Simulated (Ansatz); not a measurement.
How far PBE-D3(BJ) and r2SCAN+rVV10 part for hypothetical P6_3/mmc PtSe2

The parent structure is PtSe₂ in the 2H-MoS2 type structure (space group P6_3/mmc, No. 194; a = 3.5709 Å, c = 10.9666 Å; a hypothetical phase, not in the database extracts checked; layered, stacked along the Cartesian z axis).

(Cell as relaxed with PBE-D3(BJ).)

Levels (all Ansatz, a first-principles code, PAW): PBE-D3(BJ) (420 eV, scalar-relativistic without spin-orbit coupling); r2SCAN+rVV10 (500 eV, no spin-orbit coupling).

Each level relaxes its own structure.

| quantity | PBE-D3(BJ) | r2SCAN+rVV10 |
|---|---|---|
| volume per atom | 20.18 Å³ | 20.94 Å³ |
| lattice parameter a | 3.571 Å | 3.591 Å |
| lattice parameter c | 10.967 Å | 11.251 Å |
| band gap | zero | zero |

PBE-D3(BJ)'s volume per atom lies 0.76 Å³ below r2SCAN+rVV10's (3.6 %); PBE-D3(BJ)'s lattice parameter a lies 0.020 Å below r2SCAN+rVV10's (0.6 %); PBE-D3(BJ)'s lattice parameter c lies 0.2846 Å below r2SCAN+rVV10's (2.5 %); the two agree on the band gap. Neither level is exact; r2SCAN+rVV10 is the comparison here, not a measurement.

Stability against distortions was not tested. All final runs are without spin polarisation. PtSe2 has a high density of states at the Fermi level and may be magnetic at this level.
